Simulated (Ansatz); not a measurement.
Quick settings and what they miss: In₃Pt₂ (P-3m1, 5 atoms in the cell)

Self-consistent single point.

```
In3Pt2
1.0
    4.46207     0.00000     0.00000
   -2.23103     3.86426     0.00000
    0.00000     0.00000     5.44199
In Pt
3 2
Direct
  0.00000   0.00000   0.00000
  0.66667   0.33333   0.34967
  0.33333   0.66667   0.65033
  0.66667   0.33333   0.83717
  0.33333   0.66667   0.16283
```

Method: r2SCAN, PAW files made with PBE (plane waves; Ansatz, a first-principles code).

Base settings: basis.ecutwfc = 500 eV; kpoints.mp_grid.grid = 8 8 6; hamiltonian.xc = r2scan; hamiltonian.pseudopotentials = {kind: paw} (the program's default PAW files); scf.occupations.method = gaussian; scf.occupations.width = 0.2 eV.

Tight run (finer mesh or higher cutoff; not a proven limit): basis.ecutwfc: 500 eV → 700 eV; kpoints.mp_grid.grid: 8 8 6 → 11 11 9; scf.convergence.dr2_threshold: default (1e-07 eV) → 1e-09 eV. It gave Fermi level (on the code's own zero) 16.63 eV; pressure 10.85 GPa; largest force (vector length) 0.075 eV/Å.

Quick runs, as changes from the base:
- A: the base itself
- B: basis.ecutwfc: 500 eV → 300 eV; kpoints.mp_grid.grid: 8 8 6 → 1 1 1; scf.occupations.method: gaussian → cold; scf.occupations.width: 0.2 eV → 0.5 eV
- C: basis.ecutwfc: 500 eV → 350 eV; kpoints.mp_grid.grid: 8 8 6 → 8 8 8
- D: basis.ecutwfc: 500 eV → 400 eV; kpoints.mp_grid.grid: 8 8 6 → 2 2 2
- E: basis.ecutwfc: 500 eV → 335 eV; kpoints.mp_grid.grid: 8 8 6 → 6 6 6; hamiltonian.xc: r2scan → lda; scf.convergence.dr2_threshold: default (1e-07 eV) → 0.001 eV [LDA (PW92)]
- F: basis.ecutwfc: 500 eV → 295 eV; kpoints.mp_grid.grid: 8 8 6 → 4 4 4; hamiltonian.xc: r2scan → lda; scf.occupations.method: gaussian → cold; scf.occupations.width: 0.2 eV → 0.136 eV [LDA (PW92)]

Energies are extrapolated to zero smearing width, which holds to low order in the width alone.

Dashes: energy of E, F, another energy zero; count of E, F, another kind of functional, whose work the count does not hold.

† marks runs with another functional, U, potentials or spin treatment: their distance from the tight run is not a convergence error alone.

The count of work is k-points × plane waves × bands × iterations; it is no time. 

Pressures in the table are Ansatz's without its Pulay estimate, at a fixed set of plane waves; the tight run's value above holds the estimate.

The starting cell comes from a database of computed structures (which also holds hypothetical and non-ambient phases and stackings), without a prior relaxation at this level. Its lattice was rescaled by a random factor within 2.5 % of one. Spin polarisation is off. In the base run, with a pressure of about 11 GPa the cell is away from its equilibrium volume at this level.

```csv
run,energy less tight (meV/atom),pressure less tight (GPa),largest miss in a force vector (eV/Å),count of work / tight
A,3.0,0.00,0.026,0.21
B,2476.3,12.09,1.613,0.0017
C,7.3,-0.42,0.011,0.16
D,-34.6,-2.16,0.354,0.011
E†,–,-7.45,0.045,–
F†,–,-14.94,0.068,–
```

Among the runs at the tight run's level, the energy misses run from 3.0 to 2476.3 meV/atom.

Keys are those of Ansatz 0.2.
